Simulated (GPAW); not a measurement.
**A self-consistent single point of AuAl2 (Fm-3m, 3 atoms in the cell) with GPAW**

Computed with PBE, GPAW PAW datasets PBE (gpaw-data 1.0.1) (plane waves; GPAW).

This input was run:

```python
from ase import Atoms
from ase.units import GPa
from gpaw import GPAW, PW

atoms = Atoms(['Al', 'Al', 'Au'],
              cell=[[0.000000, 2.934000, 2.934000],
                    [2.934000, 0.000000, 2.934000],
                    [2.934000, 2.934000, 0.000000]],
              scaled_positions=[[0.250000, 0.250000, 0.250000],
                                [0.750000, 0.750000, 0.750000],
                                [0.000000, 0.000000, 0.000000]],
              pbc=True)

calc = GPAW(mode=PW(550),
            xc='PBE',
            kpts=(13, 13, 13),
            occupations={'name': 'methfessel-paxton', 'width': 0.05, 'order': 0},
            nbands=-11,
            convergence={'density': 1e-05},
            symmetry={'symmorphic': False, 'tolerance': 0.0005},
            maxiter=120)

atoms.calc = calc

energy = atoms.get_potential_energy()
print('Energy (eV):', round(energy, 6))
forces = atoms.get_forces()
print('Forces (eV/Ang):')
print(forces.round(5))
stress = atoms.get_stress()
print('Stress (GPa, Voigt):', (stress / GPa).round(4))
```

The program printed (abridged):

```
Input parameters:
  convergence: {density: 1e-05}
  kpts: [13 13 13]
  maxiter: 120
  mode: {ecut: 550.0,
         name: pw}
  nbands: -11
  occupations: {name: methfessel-paxton,
                order: 0,
                width: 0.05}
  symmetry: {symmorphic: False,
             tolerance: 0.0005}
  xc: PBE

species:
  Al:
    name: Aluminium
    Z: 13.0
    valence: 3
    core: 10
    charge: 0.0
    file: Al.PBE.gz

    # Using partial waves for Al as LCAO basis

  Au:
    name: Gold
    Z: 79.0
    valence: 11
    core: 68
    charge: 0.0
    file: Au.PBE.gz

    # Using partial waves for Au as LCAO basis

Reference energy: -529805.117639  # eV

Spin-paired calculation

Convergence criteria:
 Maximum [total energy] change in last 3 cyles: 0.0005 eV / valence electron
 Maximum integral of absolute [dens]ity change: 1e-05 electrons / valence electron
 Maximum integral of absolute [eigenst]ate change: 4e-08 eV^2 / valence electron
 Maximum number of scf [iter]ations: 120

Symmetries present (total): 48
Symmetries with fractional translations: 0
2197 k-points: 13 x 13 x 13 Monkhorst-Pack grid
84 k-points in the irreducible part of the Brillouin zone
       k-points in crystal coordinates                weights
   0:     0.00000000    0.00000000    0.00000000          1/2197
   1:     0.07692308    0.07692308    0.00000000          6/2197
   2:     0.07692308    0.07692308    0.07692308          8/2197
   [... 7 lines left out ...]
          ...
  83:     0.46153846    0.46153846    0.46153846          8/2197

Wave functions: Plane wave expansion
  Cutoff energy: 550.000 eV
  Number of coefficients (min, max): 1450, 1496
  Pulay-stress correction: 0.000000 eV/Ang^3 (de/decut=0.000000)

Occupation numbers: Methfessel-Paxton:
  width: 0.0500  # eV
  order: 0

Eigensolver

Densities:
  Coarse grid: 24*24*24 grid
  Fine grid: 48*48*48 grid
  Total Charge: 0.000000

Density mixing:
  Method: separate
  Backend: pulay
  Linear mixing parameter: 0.05
  old densities: 5
  Damping of long wavelength oscillations: 50

Hamiltonian:
  XC and Coulomb potentials evaluated on a 48*48*48 grid
  External potential:
    NoExternalPotential

XC parameters: PBE with 2 nearest neighbor stencil

Number of atoms: 3
Number of atomic orbitals: 17
Number of bands in calculation: 19
Number of valence electrons: 17
Bands to converge: occupied

Density initialized from atomic densities
  17 bands from LCAO basis set
  2 bands from random numbers

Atomic positions and initial magnetic moments

Positions:
   0 Al     1.467000    1.467000    1.467000    ( 0.0000,  0.0000,  0.0000)
   1 Al     4.401000    4.401000    4.401000    ( 0.0000,  0.0000,  0.0000)
   2 Au     0.000000    0.000000    0.000000    ( 0.0000,  0.0000,  0.0000)

Unit cell:
           periodic     x           y           z      points  spacing
  1. axis:    yes    0.000000    2.934000    2.934000    24     0.1412
  2. axis:    yes    2.934000    0.000000    2.934000    24     0.1412
  3. axis:    yes    2.934000    2.934000    0.000000    24     0.1412

  Lengths:   4.149303   4.149303   4.149303
  Angles:   60.000000  60.000000  60.000000

Effective grid spacing dv^(1/3) = 0.1540

     iter     time        total  log10-change:
                         energy   eigst   dens
iter:   1 --:--:--   -13.492098
iter:   2 --:--:--   -13.010423   -1.84  -0.98
iter:   3 --:--:--   -11.976866   -0.84  -1.01
iter:   4 --:--:--   -11.795664   -2.23  -1.30
iter:   5 --:--:--   -11.838210   -1.82  -1.31
iter:   6 --:--:--   -11.745513   -2.57  -1.69
iter:   7 --:--:--   -11.799195   -2.13  -2.07
iter:   8 --:--:--   -11.761531   -3.29  -1.93
iter:   9 --:--:--   -11.738756   -2.73  -2.13
iter:  10 --:--:--   -11.738788   -4.48  -3.18
iter:  11 --:--:--   -11.738757c  -5.12  -3.27
iter:  12 --:--:--   -11.738755c  -6.74  -3.40
iter:  13 --:--:--   -11.738746c  -6.10  -3.42
iter:  14 --:--:--   -11.738751c  -6.40  -3.85
iter:  15 --:--:--   -11.738747c  -6.26  -3.67
iter:  16 --:--:--   -11.738747c  -6.59  -3.81
iter:  17 --:--:--   -11.738747c  -7.45c -3.87
iter:  18 --:--:--   -11.738747c  -7.68c -3.98
iter:  19 --:--:--   -11.738747c  -8.37c -3.98
iter:  20 --:--:--   -11.738747c  -8.86c -3.99
iter:  21 --:--:--   -11.738748c  -7.39  -4.02
iter:  22 --:--:--   -11.738747c  -7.94c -4.14
iter:  23 --:--:--   -11.738747c  -8.78c -4.45
iter:  24 --:--:--   -11.738747c  -9.34c -4.45
iter:  25 --:--:--   -11.738747c  -8.05c -4.47
iter:  26 --:--:--   -11.738747c  -9.02c -4.71
iter:  27 --:--:--   -11.738747c  -8.84c -4.75
iter:  28 --:--:--   -11.738747c  -9.61c -5.15c

Converged after 28 iterations.

Dipole moment: (-0.000000, -0.000000, -0.000000) |e|*Ang

Energy contributions relative to reference atoms: (reference = -529805.117639)

Kinetic:         +3.145108
Potential:       -0.971784
External:        +0.000000
XC:             -14.188213
Entropy (-ST):   -0.000862
Local:           +0.276574
SIC:             +0.000000
--------------------------
Free energy:    -11.739178
Extrapolated:   -11.738747

Showing only first 2 kpts
 Kpt  Band  Eigenvalues  Occupancy
  0     6     11.06510    0.00000
  0     7     11.19109    0.00000
  0     8     11.19109    0.00000
  0     9     11.19109    0.00000

  1     6     10.30512    0.00000
  1     7     10.30512    0.00000
  1     8     10.62248    0.00000
  1     9     10.83632    0.00000

Fermi level: 8.22394

No gap
No difference between direct/indirect transitions
Energy (eV): -11.738747

Forces in eV/Ang:
  0 Al    0.00000    0.00000    0.00000
  1 Al    0.00000    0.00000   -0.00000
  2 Au   -0.00000    0.00000    0.00000

Stress tensor:
    -0.083198    -0.000000     0.000000
    -0.000000    -0.083198     0.000000
     0.000000     0.000000    -0.083198
Stress (GPa, Voigt): [-13.3299 -13.3299 -13.3299   0.       0.      -0.    ]
```

The run converged in 28 iterations. GPAW prints stress with tension positive.

The starting cell has typed, rounded lattice constants, without a prior relaxation at this level. Its lattice was rescaled by a random factor within 2.5 % of one. Spin-orbit coupling is off. With a pressure of about 13 GPa the cell is away from its equilibrium volume at this level.

Cost on one core of a shared machine: roughly 80 s.
